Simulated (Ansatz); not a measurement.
Base system: BAs in the zinc blende structure (space group F-43m, No. 216).

```cif
data_As4B4
_chemical_formula_sum 'As4 B4'
_space_group_name_H-M_alt 'F-43m'
_space_group_IT_number 216
_space_group_name_Hall 'F -4 2 3'
_cell_length_a 4.80936
_cell_length_b 4.80936
_cell_length_c 4.80936
_cell_angle_alpha 90.000
_cell_angle_beta 90.000
_cell_angle_gamma 90.000
loop_
_atom_site_label
_atom_site_type_symbol
_atom_site_symmetry_multiplicity
_atom_site_Wyckoff_symbol
_atom_site_fract_x
_atom_site_fract_y
_atom_site_fract_z
_atom_site_occupancy
As1 As 4 c 0.25000 0.25000 0.25000 1
B1 B 4 a 0.00000 0.00000 0.00000 1
```
(The calculation used a cell of 2 atoms; values per cell refer to that cell.)

Method: plane-wave PAW DFT at the PBE level (Ansatz, an electronic-structure program, 420 eV), no SOC, earlier PAW set.

One change was made to it. Results:

The hole mass (degenerate bands, along [100]) goes from 0.21, 0.24, 0.24 mₑ (at Γ) to 0.20, 0.20, 0.32 mₑ (at Γ); the width of the top valence band goes up by 1.51 eV to 6.58 eV; the smallest direct gap rises by 0.342 eV to 3.60 eV; the density goes up by 1.36 g/cm³ to 6.48 g/cm³.

### Question
Name the change that was made.
(A) pressure 50 GPa
(B) pressure 100 GPa
(C) pressure 15 GPa
(D) pressure 7 GPa
(E) pressure 3 GPa

### Answer
A, pressure 50 GPa. For comparison, the hole mass in the other runs: pressure 100 GPa gives 0.19, 0.19, 0.38 mₑ (at Γ); pressure 15 GPa gives 0.22, 0.22, 0.25 mₑ (at Γ); pressure 7 GPa gives 0.23 mₑ (at Γ); pressure 3 GPa gives 0.22, 0.23, 0.23 mₑ (at Γ).

Load acts through the strain it causes; cell and atoms are relaxed under it. Masses are band curvatures over ±0.01 Å⁻¹ around the edge. No phonon test of stability was made. Competing high-pressure phases were not computed.
